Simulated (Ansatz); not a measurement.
Start from Ru5Si3 (space group Pbam, No. 55; a cell from a computed database, its experimental status unchecked).

```yaml
crystal:
  lattice:
    - [5.20511, 0.00000, 0.00000]
    - [0.00000, 9.76987, 0.00000]
    - [0.00000, 0.00000, 4.01232]
  atoms:
    - { symbol: Si, position: [0.00000, 0.00000, 0.00000] }
    - { symbol: Si, position: [0.50000, 0.50000, 0.00000] }
    - { symbol: Si, position: [0.36661, 0.86391, 0.50000] }
    - { symbol: Si, position: [0.63339, 0.13609, 0.50000] }
    - { symbol: Si, position: [0.86661, 0.63609, 0.50000] }
    - { symbol: Si, position: [0.13339, 0.36391, 0.50000] }
    - { symbol: Ru, position: [0.00000, 0.50000, 0.00000] }
    - { symbol: Ru, position: [0.50000, 0.00000, 0.00000] }
    - { symbol: Ru, position: [0.15653, 0.77258, 0.00000] }
    - { symbol: Ru, position: [0.84347, 0.22742, 0.00000] }
    - { symbol: Ru, position: [0.65653, 0.72742, 0.00000] }
    - { symbol: Ru, position: [0.34347, 0.27258, 0.00000] }
    - { symbol: Ru, position: [0.33407, 0.60955, 0.50000] }
    - { symbol: Ru, position: [0.66593, 0.39045, 0.50000] }
    - { symbol: Ru, position: [0.83407, 0.89045, 0.50000] }
    - { symbol: Ru, position: [0.16593, 0.10955, 0.50000] }
```

Cartesian axes are those of the cell as printed.

The values are results of plane-wave PAW DFT at the PBEsol level (Ansatz, a first-principles code, 420 eV), no spin-orbit coupling, not measurements.

Strains are applied to the cell and any free atomic positions relax.

One change was made to it. Results:

```csv
quantity,base,after
energy relative to the base (free energy F),0 meV/atom,+153 meV/atom
"pressure (mean of the normal stresses, compression positive)",0.0 GPa,40.5 GPa
```

### Question
Which change produced these results?
(A) uniaxial strain ε_yy = +5.47 %
(B) uniaxial strain ε_yy = −1.22 %
(C) isotropic strain −3.66 %
(D) isotropic strain −2.95 %

### Answer
C, isotropic strain −3.66 %. For comparison, the energy relative to the base in the other runs: uniaxial strain ε_yy = −1.22 % gives +2.8 meV/atom; uniaxial strain ε_yy = +5.47 % gives +45 meV/atom; isotropic strain −2.95 % gives +97 meV/atom.

Without a gap, meshes like the base's 7×4×9 leave anisotropic stresses uncertain by several tenths of a GPa, and small strain energies with them. Whether these cells are dynamically stable was not tested. All final runs are without spin polarisation.
